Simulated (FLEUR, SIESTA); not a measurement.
A SIESTA input for a self-consistent single point of MgO (Fm-3m, 2 atoms in the cell) (DFT, GGA PBE, numerical atomic orbitals DZP, PseudoDojo PBE standard norm-conserving potentials (rewritten from UPF to PSML)):

```
# files in the folder: Mg.psml O.psml (PseudoDojo PBE standard)
SystemName  MgO
SystemLabel MgO

NumberOfAtoms                2
NumberOfSpecies              2
%block ChemicalSpeciesLabel
  1 12 Mg
  2 8 O
%endblock ChemicalSpeciesLabel
LatticeConstant              2.976920 Ang
%block LatticeVectors
     0.000000000    0.707106674    0.707106674
     0.707106674    0.000000000    0.707106674
     0.707106674    0.707106674    0.000000000
%endblock LatticeVectors
AtomicCoordinatesFormat      ScaledCartesian
%block AtomicCoordinatesAndAtomicSpecies
     0.000000000    0.000000000    0.000000000  1
     0.707106674    0.707106674    0.707106674  2
%endblock AtomicCoordinatesAndAtomicSpecies

XC.functional                GGA
XC.authors                   PBE
PAO.BasisSize                DZP
PAO.EnergyShift              0.01 Ry
MeshCutoff                   300 Ry
%block kgrid.MonkhorstPack
    7   0   0  0.0
    0   7   0  0.0
    0   0   7  0.0
%endblock kgrid.MonkhorstPack
OccupationFunction           FD
ElectronicTemperature        10.0 meV

MaxSCFIterations             150
SCF.Mixer.Method             Pulay
SCF.Mixer.Weight             0.25
SCF.Mixer.History            8
SCF.DM.Tolerance             1.0E-04
Diag.ParallelOverK           true
WriteForces                  true
Charge.Mulliken              end
```

Task: Write the same calculation as an input for FLEUR.

Result: This is the input that was run; spellings and numerical settings could be chosen otherwise.

Input of the input generator:

```
MgO crystal
&input film=f /
-0.0000000000 2.1050000000 2.1050000000
2.1050000000 -0.0000000000 2.1050000000
2.1050000000 2.1050000000 0.0000000000
1.8897261246
1.0 1.0 1.0

2
12 0.0000000000 0.0000000000 0.0000000000
8 0.5000000000 0.5000000000 0.5000000000

&comp jspins=1 /
&kpt div1=7 div2=7 div3=7 /
&end /
```

```xml
<?xml version="1.0" encoding="UTF-8" standalone="no"?>
<fleurInput fleurInputVersion="0.39">
   <comment>
      MgO crystal                                                                                         
   </comment>
   <calculationSetup>
      <cutoffs Kmax="4.6" Gmax="18.4" GmaxXC="18.4" numbands="0"/>
      <scfLoop itmax="80" minDistance="0.00001" maxIterBroyd="15" imix="Anderson" alpha="0.05" precondParam="0.0" spinf="2.0"/>
      <coreElectrons ctail="T" frcor="F" kcrel="0" coretail_lmax="0"/>
      <xcFunctional name="pbe" relativisticCorrections="F"/>
      <magnetism jspins="1"/>
      <soc l_soc="F" theta="0.0" phi="0.0" spav="F"/>
      <expertModes spex="0" secvar="F"/>
      <geometryOptimization l_f="T" forcealpha="1.0" forcemix="BFGS" epsdisp="0.00001" epsforce="0.00001"/>
      <ldaU l_linMix="F" mixParam="0.05" spinf="1.0"/>
   </calculationSetup>
   <cell>
      <bzIntegration valenceElectrons="16.0" mode="hist" fermiSmearingEnergy="0.00036749">
         <kPointListSelection listName="default-1"/>
         <!-- k-points included here -->
         <xi:include xmlns:xi="http://www.w3.org/2001/XInclude" href="kpts.xml"> </xi:include>
      </bzIntegration>
      <!-- symmetry operations included here -->
      <xi:include xmlns:xi="http://www.w3.org/2001/XInclude" href="sym.xml"> </xi:include>
      <bulkLattice scale="1.0">
         <bravaisMatrix>
            <row-1>    0.0000000000000000     3.9778734922829999     3.9778734922829999</row-1>
            <row-2>    3.9778734922829999     0.0000000000000000     3.9778734922829999</row-2>
            <row-3>    3.9778734922829999     3.9778734922829999     0.0000000000000000</row-3>
         </bravaisMatrix>
      </bulkLattice>
   </cell>
   <atomSpecies>
      <species name="Magnesium (Mg)" element="Mg" atomicNumber="12">
         <mtSphere radius="1.99" gridPoints="687" logIncrement="0.016"/>
         <atomicCutoffs lmax="8" lnonsphr="6"/>
         <electronConfig flipSpins="F">
            <coreConfig>(1s1/2)</coreConfig>
            <valenceConfig>(2s1/2) (2p1/2) (2p3/2) (3s1/2)</valenceConfig>
         </electronConfig>
         <energyParameters s="3" p="3" d="3" f="4"/>
         <lo type="SCLO" l="0" n="2" eDeriv="0"/>
         <lo type="SCLO" l="1" n="2" eDeriv="0"/>
      </species>
      <species name="Oxygen (O)" element="O" atomicNumber="8">
         <mtSphere radius="1.72" gridPoints="595" logIncrement="0.018"/>
         <atomicCutoffs lmax="8" lnonsphr="6"/>
         <electronConfig flipSpins="F">
            <coreConfig>(1s1/2)</coreConfig>
            <valenceConfig>(2s1/2) (2p1/2) (2p3/2)</valenceConfig>
            <stateOccupation state="(2p1/2)" spinUp="0.6666666666667" spinDown="0.6666666666667"/>
            <stateOccupation state="(2p3/2)" spinUp="1.3333333333333" spinDown="1.3333333333333"/>
         </electronConfig>
         <energyParameters s="2" p="2" d="3" f="4"/>
      </species>
   </atomSpecies>
   <atomGroups>
      <atomGroup species="Magnesium (Mg)">
         <relPos label="                   1">.0000000000 .0000000000 .0000000000</relPos>
         <force calculate="T" relaxXYZ="TTT"/>
      </atomGroup>
      <atomGroup species="Oxygen (O)">
         <relPos label="                   2">1.000/2.000 1.000/2.000 1.000/2.000</relPos>
         <force calculate="T" relaxXYZ="TTT"/>
      </atomGroup>
   </atomGroups>
   <output dos="F" band="F" slice="F">
      <checks vchk="F" cdinf="F"/>
      <bandDOS minEnergy="-.5*Htr" maxEnergy="0.5*Htr" sigma="0.015" storeEVData="T"/>
      <vacuumDOS vacdos="F" integ="F" star="F" nstars="0" locx1="0.0" locy1="0.0" locx2="0.0" locy2="0.0" nstm="0" tworkf="0.0"/>
      <unfoldingBand unfoldBand="F" supercellX="1" supercellY="1" supercellZ="1"/>
      <plotting iplot="0" polar="F">
         <plot TwoD="T" vec1="  1.0  0.0  0.0" vec2="  0.0  1.0  0.0" vec3="  0.0  0.0  1.0" zero="  0.0  0.0  0.0" file="plot"/>
      </plotting>
      <chargeDensitySlicing numkpt="0" minEigenval="0.0" maxEigenval="0.0" nnne="0" pallst="F"/>
      <specialOutput eonly="F"/>
      <magneticCircularDichroism mcd="F" energyLo="-10.0" energyUp="0.0"/>
   </output>
  <!-- We include the file relax.xml here to enable relaxations (see documentation) -->
  <xi:include xmlns:xi="http://www.w3.org/2001/XInclude" href="relax.xml"> <xi:fallback/> </xi:include>
</fleurInput>
```

Basis settings and potentials, where a program has them, do not carry over. This input uses DFT, PBE, all-electron FLAPW (FLEUR), scalar-relativistic valence. Both were run: gap on the mesh 4.631 eV in SIESTA and 4.843 in FLEUR.

On FLEUR: the starting cell has typed, rounded lattice constants, without a prior relaxation at this level. Values depend on the basis (sphere radii, cutoffs, local orbitals), which need not be converged.

On SIESTA: the starting cell has typed, rounded lattice constants, without a prior relaxation at this level. Values carry the incompleteness of an atom-centred basis. With a pressure of about 5 GPa the cell is away from its equilibrium volume at this level.
